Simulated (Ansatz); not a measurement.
## SiO2: O → Te

The reference is SiO2 in the rutile structure (space group P4_2/mnm, No. 136; a = 4.1852 Å, c = 2.6688 Å).

Now apply this change: Te takes the place of O on all its sites; the structure is relaxed again.

Level of theory: r2SCAN (Ansatz, a program for electronic structure, PAW, no spin-orbit coupling). k-mesh 7×7×12 (Γ-centred); smearing 0.05 eV (Fermi–Dirac), for the changed cell.

The volume per atom increases by 20.40 Å³ (7.79 Å³ → 28.19 Å³) and the density rises by 1.29 g/cm³, from 4.27 g/cm³ to 5.56 g/cm³. The lattice parameter a goes up by 2.3004 Å to 6.486 Å and the c/a ratio decreases by 0.018, from 0.638 to 0.620. The space group remains P4_2/mnm (No. 136) and the shortest interatomic distance increases by 0.949 Å to 2.709 Å. The band gap changes from 6.51 eV to zero.

Spin-orbit coupling, missing from the scalar runs, can matter with Te. Stability against distortions was not tested. As relaxed here, SiTe2 is a hypothetical phase, not in the database extracts checked. The final runs are not spin-polarised.
